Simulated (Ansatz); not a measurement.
Ansatz (a program for electronic structure) run on NiAl (P4mm, 2 atoms in the cell): self-consistent single point.

Level of theory: LDA (PW92), default PAW files made with PBE (plane waves; Ansatz).

The change in words: lattice scaled by 0.98; basis.ecutwfc: 420 eV → 735 eV. Reference geometry:
```
CELL_PARAMETERS angstrom
      2.88133     0.00000     0.00000
      0.00000     2.88133     0.00000
      0.00000     0.00000     2.88133
ATOMIC_POSITIONS crystal
  Al 0.50000 0.50000 0.51735
  Ni 0.00000 0.00000 0.00000
```

Reference input (self-consistent single point, DFT, LDA (PW92), plane waves, default PAW files made with PBE): basis.ecutwfc = 420 eV; kpoints.mp_grid.grid = 11 11 11; hamiltonian.xc = lda; hamiltonian.pseudopotentials = {kind: paw} (the program's default PAW files); scf.occupations.method = fermi_dirac; scf.occupations.width = 0.1 eV. This run's input differs from it in these lines:

Ansatz 0.2 input:
```diff
@@ -2,10 +2,10 @@
   lattice:
-    - [2.88133000, 0.00000000, 0.00000000]
-    - [0.00000000, 2.88133000, 0.00000000]
-    - [0.00000000, 0.00000000, 2.88133000]
+    - [2.82370300, 0.00000000, 0.00000000]
+    - [0.00000000, 2.82370300, 0.00000000]
+    - [0.00000000, 0.00000000, 2.82370300]
   atoms:
-    - { symbol: Al, position_ang: [1.44066500, 1.44066500, 1.49066472] }
+    - { symbol: Al, position_ang: [1.41185150, 1.41185150, 1.46085122] }
     - { symbol: Ni, position_ang: [0.00000000, 0.00000000, 0.00000000] }
 basis:
-  ecutwfc: 420.0
+  ecutwfc: 735.0
 kpoints:
```

Output (repeated stretches shortened):

```
SCF iter   1: F=—  HF=-6287.673874 eV  |F-HF|=—  |Δ(HF+E_count)|=         —  Δρ=1.71e-2  dr2=2.88e-2  ethr=1.77e-3  ⟨swp⟩=5.5  Hψ=9057  notcnv=0
all-band conjugate gradients solve this SCF's bands
preconditioner: auto → none
SCF iter   2: F=—  HF=-6287.669284 eV  |F-HF|=—  |Δ(HF+E_count)|=   4.59e-3  Δρ=4.97e-3  dr2=2.11e-3  ethr=1.37e-4  ⟨swp⟩=2.7  Hψ=4172  notcnv=0  defer=6
SCF iter   3: F=—  HF=-6287.669063 eV  |F-HF|=—  |Δ(HF+E_count)|=   2.21e-4  Δρ=1.17e-3  dr2=1.15e-4  ethr=1.01e-5  ⟨swp⟩=1.1  Hψ=1891  notcnv=0  defer=7
SCF iter   4: F=—  HF=-6287.669046 eV  |F-HF|=—  |Δ(HF+E_count)|=   1.71e-5  Δρ=2.19e-4  dr2=7.09e-6  ethr=5.47e-7  ⟨swp⟩=2.9  Hψ=3171  notcnv=0  defer=7
SCF iter   5: F=—  HF=-6287.669062 eV  |F-HF|=—  |Δ(HF+E_count)|=   1.55e-5  Δρ=3.68e-5  dr2=1.44e-7  ethr=3.37e-8  ⟨swp⟩=2.3  Hψ=2506  notcnv=0  defer=7
SCF iter   6: F=-6287.669062 eV  HF=-6287.669062 eV  |F-HF|=1.56e-9  |Δ(HF+E_count)|=   1.90e-8  Δρ=4.90e-6  dr2=2.34e-9  ethr=4.76e-10  ⟨swp⟩=5.4  Hψ=8413  notcnv=0
SCF 1 converged in 6 iterations: F = -6287.669062 eV  dr2 = 2.34e-9
Free energy (F): -6287.669062 eV
Internal energy: -6287.638701 eV  (E = F + TS)
E sigma→0 (E₀):  -6287.653881 eV
Entropy (-TS):   -0.030360 eV (-15.180 meV/atom)
Fermi energy:    14.702224 eV
--- Forces (eV/Å), atoms counted from 1 ---
  atom   1  Al     0.00000000     0.00000000    -0.32744175
  atom   2  Ni    -0.00000000     0.00000000     0.32744040
--- Stress (GPa, compression-positive) ---
        2.191333       0.000000       0.000000
        0.000000       2.191333       0.000000
        0.000000       0.000000       2.037015
  P = ⅓ Tr σ = 2.1399 GPa (21.399 kbar)
  The stress holds the Pulay correction. Without it, at fixed plane waves, as pw.x and ABINIT print it: P = 2.1281 GPa
```

The run converged in 6 iterations. Against the reference run the free energy goes down by 16.5 meV/atom, the pressure goes from -8.19 to 2.14 GPa and the largest force goes from 0.260 to 0.327 eV/Å.

The starting cell has typed, rounded lattice constants, without a prior relaxation at this level. Its lattice was rescaled by up to half a per cent. One atom was moved a little off its site on purpose. For this run, on top of that: lattice scaled by 0.98. Spin polarisation is off. Ansatz's pressure includes its estimate of the finite-basis (Pulay) stress.
